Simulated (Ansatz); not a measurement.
The cell is built on a prototype and need not be the phase stable at ambient conditions.

By PBEsol, the system below comes out a metal.

Without scattering a metal conducts by its projected Fermi surface.

Input:

```
CELL_PARAMETERS angstrom
      2.92758     0.00000     0.00000
     -1.46379     2.53536     0.00000
      0.00000     0.00000     3.45859
ATOMIC_POSITIONS crystal
  Re 0.00000 0.00000 0.00000
  B  0.33333 0.66667 0.50000
  B  0.66667 0.33333 0.50000
```

Space group of this cell: P6/mmm. The cell was relaxed by PBE-D3(BJ).

The current flows along the normal of the first two printed cell vectors. No spin-orbit coupling; the value is a mean over 0.1 eV about the Fermi level.

Task: State the ballistic conductance per area according to PBEsol run with Ansatz (an electronic-structure program).

Result: 1.1 × 10¹⁵ S/m² for both spins.
